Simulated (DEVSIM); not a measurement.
**Schottky contact on n-type CdTe**

System: Schottky contact on n-type CdTe, at 300 K.

| layer (left to right) | material | thickness (μm) | Nd (cm⁻³) | τn (s) | τp (s) |
|---|---|---|---|---|---|
| 1 | CdTe | 5.40 | 2.2e14 | 6.9e-10 | 6.9e-10 |

Left contact: Schottky, work function 4.9 eV, emission velocity 6.8e6 cm/s. Right contact: ohmic. Voltage is applied to the left contact. Recombination: SRH at mid-gap, radiative. Mobility is constant in doping.

This is a model device: material constants are rounded textbook-type values typed into the input, and sizes, dopings and lifetimes were drawn at random. Values at 300 K.

| parameter | CdTe |
|---|---|
| gap (eV) | 1.5 |
| affinity (eV) | 4.28 |
| permittivity | 10.2 |
| Nc (cm⁻³) | 8e17 |
| Nv (cm⁻³) | 1.8e19 |
| μn (cm²/Vs) | 1000 |
| μp (cm²/Vs) | 80 |
| B (cm³/s) | 1e-10 |

Model (solved in DEVSIM): 1D drift-diffusion, Boltzmann statistics, complete ionisation; no tunnelling, impact ionisation, image-force lowering or self-heating. Metal contacts follow the ideal Schottky-Mott rule: no Fermi-level pinning, no interface dipoles.

```yaml
potential_step_across_the_device_at_zero_bias: 0.408 V
largest_field_in_the_device_at_zero_bias: 5500 V/cm
Dark forward voltage at 1 A/cm²: 0.321 V
Dark forward voltage at 100 A/cm²: 1.939 V
```

Small-signal capacitance in reverse bias (quasi-static):

```csv
V (V),C (nF/cm²)
-0.1,5.74
-0.25,5.02
-0.5,4.25
-0.75,3.75
-1,3.39
-1.5,2.91
-2,2.58
-2.5,2.35
-3.25,2.09
-4,1.91
-5,1.74
```

Dark reverse current:

```
V (V)  J (A/cm²)
-----  ---------
-0.10    -1.5e-5
-0.25    -1.7e-5
-0.50    -1.8e-5
-0.75    -1.9e-5
-1.00    -2.0e-5
-1.50    -2.1e-5
-2.00    -2.2e-5
-2.50    -2.3e-5
-3.25    -2.4e-5
-4.00    -2.4e-5
-5.00    -2.5e-5
```
